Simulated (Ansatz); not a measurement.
# Hypothetical P-6m2 Ti2InB2: response to strain

Take Ti₂InB₂ (space group P-6m2, No. 187; a hypothetical phase, not in the database extracts checked) as the base.

```yaml
crystal:
  lattice:
    - [3.08206, 0.00000, 0.00000]
    - [-1.54103, 2.66914, 0.00000]
    - [0.00000, 0.00000, 7.93614]
  atoms:
    - { symbol: Ti, position: [0.33333, 0.66667, 0.69304] }
    - { symbol: Ti, position: [0.33333, 0.66667, 0.30696] }
    - { symbol: In, position: [0.00000, 0.00000, 0.00000] }
    - { symbol: B, position: [0.00000, 0.00000, 0.50000] }
    - { symbol: B, position: [0.66667, 0.33333, 0.50000] }
```

Cartesian axes are those of the cell as printed.

Strains are applied to the cell and any free atomic positions relax; under biaxial strain the out-of-plane vector relaxes too; under stress the whole cell relaxes.

Method: PBE in Ansatz (plane waves to 420 eV, PAW, no SOC).

Notes on the quantities. pressure: mean of the normal stresses, compression positive; energy relative to the base: free energy F.

```tsv
case	pressure	volume per atom	energy relative to the base	space group
base	0.0 GPa	13.06 Å³	0 meV/atom	P-6m2 (No. 187)
biaxial strain −2.47 %, plane normal [001], relaxed out of plane	7.1 GPa	12.56 Å³	–	P-6m2 (No. 187)
biaxial strain +1.81 %, plane normal [001], relaxed out of plane	-4.3 GPa	13.43 Å³	–	P-6m2 (No. 187)
isotropic strain +2.42 %	-9.0 GPa	14.03 Å³	+29 meV/atom	P-6m2 (No. 187)
uniaxial strain ε_xx = −3.01 %	5.2 GPa	12.66 Å³	+14 meV/atom	Amm2 (No. 38)
uniaxial strain ε_yy = +4.14 %	-5.6 GPa	13.60 Å³	+23 meV/atom	Amm2 (No. 38)
uniaxial strain ε_zz = −0.63 %	0.8 GPa	12.98 Å³	+0.4 meV/atom	P-6m2 (No. 187)
uniaxial stress, 0.5 GPa compression along z	–	13.04 Å³	0.0 meV/atom	P-6m2 (No. 187)
tensor shear ε_xz = −1.30 %	0.1 GPa	13.06 Å³	+2.5 meV/atom	C2 (No. 5)
uniaxial stress, 3 GPa compression along z	–	12.95 Å³	+1.4 meV/atom	P-6m2 (No. 187)
```

Without a gap, meshes like the base's 17×17×6 leave anisotropic stresses uncertain by several tenths of a GPa, and small strain energies with them. Beyond what the load breaks, stability against distortions was not tested. All final runs are without spin polarisation. An odd electron count without spin: Ti2InB2.

Ansatz is a quantum-chemistry and plane-wave program.
